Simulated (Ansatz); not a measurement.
Take Zr in the hcp (Mg type) structure (space group P6_3/mmc, No. 194; a = 3.246 Å, c = 5.151 Å) as the base. Axes: x lies along a and z along c of the hexagonal cell.

Method: Ansatz (a first-principles code) r2SCAN, no spin-orbit coupling.

For the base:

| Item | Value |
|---|---|
| Shortest interatomic distance | 3.185 Å |
| Pressure | 0.0 GPa |

Perturbation: biaxial strain +2.16 %, plane normal [001], relaxed out of plane (Cartesian); in-plane vectors clamped, the third vector and the atoms free.

Q: How does this affect the shortest interatomic distance?

A: The shortest interatomic distance shrinks by 0.007 Å (3.185 Å → 3.178 Å).

Q: What happens to the pressure?

A: The pressure (mean of the normal stresses, compression positive) goes from zero to -2.4 GPa.

Whether these cells are dynamically stable was not tested. The final runs are not spin-polarised.
